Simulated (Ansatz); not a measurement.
**Response to strain in CdS**

The reference is CdS in the zinc blende structure (space group F-43m, No. 216; a = 5.878 Å). Axes: x, y, z lie along the cube axes.

Strains are applied to the cell and any free atomic positions relax.

Computed with Kohn–Sham DFT with the r2SCAN functional, run in Ansatz (a quantum-chemistry and plane-wave program) with PAW and 500 eV plane waves, spin-orbit coupling left out.

Notes on the quantities. energy relative to the base: free energy F; pressure: mean of the normal stresses, compression positive.

```json
[
 {"change": "base", "energy relative to the base": "0 meV/atom", "band gap": "1.54 eV", "shortest interatomic distance": "4.810 bohr", "pressure": "0.1 kbar"},
 {"change": "tensor shear ε_xy = +2.00 %", "energy relative to the base": "+3.3 meV/atom", "band gap": "1.45 eV", "shortest interatomic distance": "4.804 bohr", "pressure": "-0.2 kbar"},
 {"change": "tensor shear ε_xy = +0.57 %", "energy relative to the base": "+0.3 meV/atom", "band gap": "1.52 eV", "shortest interatomic distance": "4.808 bohr", "pressure": "0.0 kbar"},
 {"change": "tensor shear ε_xy = +0.29 %", "energy relative to the base": "+0.1 meV/atom", "band gap": "1.53 eV", "shortest interatomic distance": "4.809 bohr", "pressure": "0.0 kbar"},
 {"change": "tensor shear ε_xy = +0.86 %", "energy relative to the base": "+0.6 meV/atom", "band gap": "1.51 eV", "shortest interatomic distance": "4.807 bohr", "pressure": "0.0 kbar"},
 {"change": "tensor shear ε_xy = +1.14 %", "energy relative to the base": "(withheld)", "band gap": "(withheld)", "shortest interatomic distance": "4.806 bohr", "pressure": "0.0 kbar"},
 {"change": "tensor shear ε_xy = +1.71 %", "energy relative to the base": "+2.4 meV/atom", "band gap": "1.47 eV", "shortest interatomic distance": "4.805 bohr", "pressure": "-0.1 kbar"},
 {"change": "tensor shear ε_xy = +1.43 %", "energy relative to the base": "+1.7 meV/atom", "band gap": "1.48 eV", "shortest interatomic distance": "4.805 bohr", "pressure": "-0.1 kbar"}
]
```

What belongs in the blanks?


- tensor shear ε_xy = +1.14 %, energy relative to the base: +1.1 meV/atom
- tensor shear ε_xy = +1.14 %, band gap: 1.49 eV

No phonon test of stability was made.
